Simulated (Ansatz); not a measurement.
## CdTe: energy against strain

CdTe (zinc blende, F-43m, 32.901 Å³/atom at rest) under an equal strain ε in the (001) plane with the normal axis free, as in a coherent film. LDA in Ansatz, a plane-wave DFT program (PAW, default set), 420 eV, 9×9×9 Γ-centred mesh, Fermi-Dirac smearing 0.05 eV; ions are relaxed within the symmetry of each cell.

Here s stands for strain and y for E less E0.

```
strain (%)  E less E0 (meV/atom)
----------  --------------------
-3.00                          ?
-1.50                       2.08
-1.00                       0.91
-0.50                       0.22
0.00                        0.00
0.50                        0.22
1.00                        0.88
1.50                        1.96
```

**Question.** Using a parabola, estimate the missing y at s = -3.00 from the other rows, showing the fit.

**Answer.** Least squares gives y = -0.003 - 0.0300·s + 0.8990·s². Residuals (row less fit): 0.015, -0.016, -0.017, 0.003, 0.013, 0.014, -0.015; standard error 0.018 (degrees of freedom: 4). Twice the quadratic coefficient over the volume, 2 × 0.8990 meV × 10⁴ × 0.1602 / 32.901 Å³, is twice the biaxial elastic modulus of this plane = 88 ± 0.8 GPa. At the withheld row, y = -0.003 - 0.0300 × (-3.0) + 0.8990 × (-3.0)² = 8.178 meV/atom. The calculation gives 8.60 meV/atom, 0.422 meV/atom above the prediction (4.9 % of the range of y in the table). The row lies outside the fitted rows, so this is an extrapolation. From the scatter of the fitted rows alone, a prediction at this place has a standard error of 0.071 meV/atom, so the miss is 5.9 times that.

One order more, fitted to all 13 runs of the series, follows each within 0.01, so the miss is the next term of a smooth law. Rows are the converged runs of the series near zero and its far end; series whose fitted rows scatter by over a few per cent of the range, as at a crossing or softening among them, aren't shown in this form. Most that stay on the fit to the last digits aren't either.
